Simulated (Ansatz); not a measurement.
NH2 on the 1x1 (110) surface of zinc-blende GaAs (cut with top plane As + Ga), one in a 2x1 cell, started at the site 'top Ga'

Host crystal: zinc-blende GaAs, with a band gap (PBE, scalar-relativistic without spin-orbit coupling).

These are PBE (plane waves to 420 eV, PAW; Ansatz, a first-principles code) values and carry that method's errors.

Model: 23-atom slab, 8.6 Å thick at the start under the adsorbate (thin: gaps and levels are the slab's own), 3x4x1 mesh, Fermi-Dirac 0.01 eV, dipole correction, 8 atoms held, the rest relaxed; start symmetry kept, larger cells not searched; spin-polarised, ending with about 0.7 μB a cell, a value that depends on the mesh; orders that need a larger cell were not tried, no spin-orbit, no U, no dispersion correction. The slab shows no gap over 0.04 eV on its mesh. At the end it is bonded to Ga. In PBE this state lies 0.04 eV over the lowest of the starts that converged ('bridge As-Ga (span 5.0 Å)').

The adsorption energy against NH3(g) − ½ H2(g) comes out as 0.87 eV, the work function of the top face is 4.88 eV and the change of the step from the bottom to the top vacuum level, against the clean slab is -0.18 eV. The energy released by relaxation is 1.27 eV, the height of the binding atom over the mean of the host atoms within 0.3 Å of the top one is 1.261 Å and the nearest host atoms of the binding atom is Ga at 1.90 Å, As at 3.44 Å, As at 3.64 Å. The largest move of a host atom is 0.59 Å, the note comes out as in the relaxation the adsorbate left its starting site by 1.7 Å and the cost is very roughly 70 core-minutes.

A negative adsorption energy means that the adsorbate is more stable on the surface than in its reference.
